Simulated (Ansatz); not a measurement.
## TiO2 under a change: isotropic strain +1.20 %

Start from TiO2 in the rutile structure (space group P4_2/mnm, No. 136; a = 4.591 Å, c = 2.939 Å).

Perturbation: the cell is scaled by 1.0120 in all directions; the atoms relax in the strained cell.

All numbers come from DFT with PBEsol, PAW potentials and a 420 eV plane-wave cutoff in Ansatz (an electronic-structure program), without spin-orbit coupling. Settings: 7×7×11 k-points, 0.05 eV Fermi–Dirac smearing.

The volume per atom rises by 0.376 Å³ to 10.70 Å³ and the space group remains P4_2/mnm (No. 136). The shortest interatomic distance goes up by 0.017 Å (1.942 Å → 1.959 Å) and the energy rises by 9.3 meV/atom. The pressure (mean of the normal stresses, compression positive) goes from zero to -76.6 kbar and the band gap shrinks by 0.03 eV, from 1.87 eV to 1.84 eV. The gap character stays direct at Γ and the mean gap deformation potential ΔEg/Δln V comes out as -0.7 eV. The width of the top valence band shrinks by 0.07 eV, from 1.65 eV to 1.58 eV and the electron mass changes from 0.54 mₑ along c, 1.1 mₑ across (at Γ) to 0.57 mₑ along c, 1.1 mₑ across (at Γ). The valence-band top at Γ (three highest levels, from the VBM) becomes 0.00, -0.41, -0.41 eV (base: 0.00, -0.45, -0.45 eV).

Final structure:

```
CELL_PARAMETERS angstrom
      4.64630     0.00000     0.00000
      0.00000     4.64630     0.00000
      0.00000     0.00000     2.97432
ATOMIC_POSITIONS crystal
  Ti 0.00000 0.00000 0.00000
  Ti 0.50000 0.50000 0.50000
  O  0.30593 0.30593 0.00000
  O  0.80593 0.19407 0.50000
  O  0.19407 0.80593 0.50000
  O  0.69407 0.69407 0.00000
```

Effective masses come from finite differences of ±0.01 Å⁻¹. Whether these cells are dynamically stable was not tested. All final runs are without spin polarisation.
